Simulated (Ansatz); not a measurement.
# A computed series for ZrO2: pressure series

Start from ZrO2 in the fluorite structure (space group Fm-3m, No. 225; a = 5.116 Å).

Cell and atoms are relaxed at each pressure.

Level of theory: PBE (Ansatz, a program for electronic structure), no SOC.

| variant | band gap | density |
|---|---|---|
| base | 3.32 eV | 6.11 g/cm³ |
| pressure −2 GPa | 3.29 eV | 6.06 g/cm³ |
| pressure −1 GPa | … | 6.09 g/cm³ |
| pressure 0.9 GPa | 3.33 eV | 6.14 g/cm³ |
| pressure 2.1 GPa | 3.34 eV | 6.17 g/cm³ |
| pressure 4.5 GPa | 3.37 eV | 6.23 g/cm³ |
| pressure 9 GPa | 3.42 eV | 6.33 g/cm³ |
| pressure 15 GPa | 3.47 eV | … |
| pressure 22.5 GPa | 3.54 eV | 6.62 g/cm³ |
| pressure 30 GPa | … | 6.77 g/cm³ |

**Question.** What belongs in the blanks?

**Answer.** 
- pressure −1 GPa, band gap: 3.31 eV
- pressure 15 GPa, density: 6.47 g/cm³
- pressure 30 GPa, band gap: 3.59 eV

Load acts through the strain it causes; cell and atoms are relaxed under it. Whether these cells are dynamically stable was not tested. No other phases were tried under pressure. This is not the structure that ZrO2 has at room temperature and ambient pressure.
